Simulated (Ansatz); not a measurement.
Ca3PbO (antiperovskite start, 20-atom cell) (held in this type by symmetry, stable or not), space group Pm-3m.

The geometry comes from a PBE relaxation.

```
CELL_PARAMETERS angstrom
      4.87190     4.87190     4.87190
     -4.87190     4.87190    -4.87190
     -4.87190     4.87190     4.87190
ATOMIC_POSITIONS crystal
  Ca 0.25000 0.25000 0.50000
  Ca 0.25000 0.75000 0.00000
  Ca 0.75000 0.25000 0.00000
  Ca 0.75000 0.75000 0.50000
  Ca 0.25000 0.50000 0.75000
  Ca 0.25000 0.00000 0.25000
  Ca 0.75000 0.50000 0.25000
  Ca 0.75000 0.00000 0.75000
  Ca 0.50000 0.75000 0.25000
  Ca 0.50000 0.25000 0.75000
  Ca 0.00000 0.75000 0.75000
  Ca 0.00000 0.25000 0.25000
  Pb 0.00000 0.50000 0.50000
  Pb 0.00000 0.00000 0.00000
  Pb 0.50000 0.50000 0.00000
  Pb 0.50000 0.00000 0.50000
  O  0.50000 0.50000 0.50000
  O  0.50000 0.00000 0.00000
  O  0.00000 0.50000 0.00000
  O  0.00000 0.00000 0.50000
```

Calculation: HSE06 (plane waves to 420 eV, PAW; Ansatz, a first-principles code). No spin–orbit coupling; with elements this heavy it can move edges by tenths of an eV. Its k-point mesh 2×2×2, Fermi–Dirac width 0.01 eV. HSE06 ran on meshes of its own (2×2×2); its edges and gaps are taken over the mesh and over extra points off it, mostly where PBE has its edges.

Q: List the levels next to the gap at (-0.048, -0.048, -0.048) of this cell's own (folded) zone, from the top of the valence band (the table ends after a fixed count of bands, which can cut a degenerate set).

A: 
```csv
band,E − E_v (eV)
v4,-1.008
v3,-0.315
v2,-0.038
v1,-0.038
c1,0.479
c2,0.669
c3,1.487
c4,1.535
```
